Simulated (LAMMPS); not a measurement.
Cu (fcc) at 610 K and zero pressure, started from the crystal, with several potentials, in cells of their own sizes.

Models:
- EAM-type AlCu.adp: classical MD, pair style adp, file AlCu.adp (LAMMPS); Apostol and Mishin, Phys Rev B 83, 054116 (2011)
- EAM-type AlCu.eam.alloy: classical MD, pair style eam/alloy, file AlCu.eam.alloy (LAMMPS); Cai and Ye, Phys Rev B, 54, 8398-8410 (1996)
- EAM-type CuNi.eam.alloy: classical MD, pair style eam/alloy, file CuNi.eam.alloy (LAMMPS); Onat and Durukanoglu, J Phys Cond Matt, 26, 035404 (2014)
- EAM-type CuZr_mm.eam.fs: classical MD, pair style eam/fs, file CuZr_mm.eam.fs (LAMMPS)
- EAM-type Cu_mishin1.eam.alloy: classical MD, pair style eam/alloy, file Cu_mishin1.eam.alloy (LAMMPS); Mishin, Phys Rev B, 63, 224106 (2001)
- EAM-type Cu_zhou.eam.alloy: classical MD, pair style eam/alloy, file Cu_zhou.eam.alloy (LAMMPS); Zhou et al, Acta Mater, 49, 4005 (2001)
- EAM-type smf7: classical MD, pair style eam, the elements' _smf7.eam files (smf7) (LAMMPS); Foiles, Phys Rev B 32, 7685 (1985)
- EAM-type universal-3 set of Foiles, Baskes and Daw: classical MD, pair style eam, the elements' _u3.eam files (universal-3 set of Foiles, Baskes and Daw) (LAMMPS); Foiles et al, Phys Rev B, 33, 7983 (1986)
- MEAM AlSiMgCuFe.meam: classical MD, pair style meam, file AlSiMgCuFe.meam (LAMMPS); Jelinek, Groh, Horstemeyer, Houze, Kim, Wagner, Moitra and Baskes, Phys Rev B, 85, 245102 (2012)
- MEAM library.meam-Cu: classical MD, pair style meam, file library.meam (library.meam-Cu) (LAMMPS); Baskes, Phys Rev B, 46, 2727-2742 (1992)
- SNAP Cu_Zuo_JPCA2020.quadratic.snap: MD with a machine-learned potential, pair style snap, file Cu_Zuo_JPCA2020.quadratic.snap (LAMMPS); Y. Zuo, C. Chen, X, Li, Z. Deng, Y. Chen, J. Behler, G. Csányi, A. V. Shapeev, A. P. Thompson, M. A. Wood, S. P. Ong, "Performance and Cost Assessment of Machine Learning Interatomic Potentials" J. Phys. Chem. A 124, 4, 731-745 (2020)
- SNAP Cu_Zuo_JPCA2020.snap: MD with a machine-learned potential, pair style snap, file Cu_Zuo_JPCA2020.snap (LAMMPS); Y. Zuo, C. Chen, X, Li, Z. Deng, Y. Chen, J. Behler, G. Csányi, A. V. Shapeev, A. P. Thompson, M. A. Wood, S. P. Ong, "Performance and Cost Assessment of Machine Learning Interatomic Potentials" J. Phys. Chem. A 124, 4, 731-745 (2020)
- bond-order AlCu.bop.table: classical MD, pair style bop, file AlCu.bop.table (LAMMPS); Zhou, Ward, and Foster, Phys. Chem. Chem. Phys., under consideration

| potential | state | volume | first peak of g(r) | coordination number | mean phonon frequency | rough cost (ms per atom and simulated ps) |
|---|---|---|---|---|---|---|
| bond-order AlCu.bop.table | crystal; no diffusion seen in 15 ps | 11.931 ± 0.001 Å³/atom | 2.55 Å, height 5.6 | 12.0 (counted to 3.10 Å) | 5.3 THz | 30 to 100 |
| EAM-type AlCu.adp | crystal; no diffusion seen in 30 ps | 12.1701 ± 0.0002 Å³/atom | 2.55 Å, height 5.3 | 12.0 (counted to 3.14 Å) | 5.0 THz | 1 to 3 |
| EAM-type AlCu.eam.alloy | crystal; no diffusion seen in 30 ps | 12.2468 ± 0.0004 Å³/atom | 2.56 Å, height 5.1 | 12.0 (counted to 3.14 Å) | 4.8 THz | 1 to 3 |
| EAM-type CuNi.eam.alloy | crystal; no diffusion seen in 30 ps | 12.1946 ± 0.0003 Å³/atom | 2.56 Å, height 5.2 | 12.0 (counted to 3.14 Å) | 4.8 THz | 1 to 3 |
| EAM-type CuZr_mm.eam.fs | crystal; no diffusion seen in 30 ps | 12.3072 ± 0.0004 Å³/atom | 2.58 Å, height 5.4 | 12.0 (counted to 3.14 Å) | 4.7 THz | 1 to 3 |
| EAM-type Cu_mishin1.eam.alloy | crystal; no diffusion seen in 30 ps | 12.1687 ± 0.0001 Å³/atom | 2.56 Å, height 5.3 | 12.0 (counted to 3.14 Å) | 5.0 THz | 1 to 3 |
| EAM-type Cu_zhou.eam.alloy | crystal; no diffusion seen in 30 ps | 12.0575 ± 0.0007 Å³/atom | 2.55 Å, height 4.9 | 12.0 (counted to 3.14 Å) | 4.6 THz | 1 to 3 |
| EAM-type smf7 | crystal; no diffusion seen in 30 ps | 12.2091 ± 0.0003 Å³/atom | 2.56 Å, height 5.2 | 12.0 (counted to 3.14 Å) | 4.8 THz | 0.3 to 1 |
| EAM-type universal-3 set of Foiles, Baskes and Daw | crystal; no diffusion seen in 30 ps | 12.1826 ± 0.0006 Å³/atom | 2.56 Å, height 5.2 | 12.0 (counted to 3.14 Å) | 4.8 THz | 0.3 to 1 |
| MEAM AlSiMgCuFe.meam | crystal; no diffusion seen in 30 ps | 12.2152 ± 0.0006 Å³/atom | 2.56 Å, height 5.2 | 12.0 (counted to 3.14 Å) | 4.7 THz | 10 to 30 |
| MEAM library.meam-Cu | crystal; no diffusion seen in 30 ps | 11.9969 ± 0.0001 Å³/atom | 2.57 Å, height 6.4 | 12.0 (counted to 3.10 Å) | 6.2 THz | 3 to 10 |
| SNAP Cu_Zuo_JPCA2020.quadratic.snap | crystal; no diffusion seen in 15 ps | 12.490 ± 0.002 Å³/atom | 2.58 Å, height 5.2 | 12.0 (counted to 3.18 Å) | 4.6 THz | 30 to 100 |
| SNAP Cu_Zuo_JPCA2020.snap | crystal; no diffusion seen in 15 ps | 12.280 ± 0.002 Å³/atom | 2.57 Å, height 5.4 | 12.0 (counted to 3.14 Å) | 4.9 THz | 100 to 300 |

Costs are rough: whole-run CPU time with set-up and analysis, from shared machines, in bands a factor of about three wide.

Caution: the potential MEAM library.meam-Cu is a first-neighbour MEAM set with a 4 Å cutoff, used here without a parameter file and away from the static properties it was fitted to.

Caution (row SNAP Cu_Zuo_JPCA2020.snap): enthalpy drifts during the constant-pressure average: a transition or slow ageing; fluctuation values are void.

States go by the mean squared displacement: a species diffuses where it passes 1.5 Å², still rises and gives D over 1e-6 cm²/s; a crystal has left its structure where atoms lie 0.35 Å off their sites on average or a cubic box changes its shape by 3 %, or the axial ratios of another lie 8 % off the starting cell's, which the potential's own relaxation can also do.

The ± values are statistical; the model's systematic error is not in them.
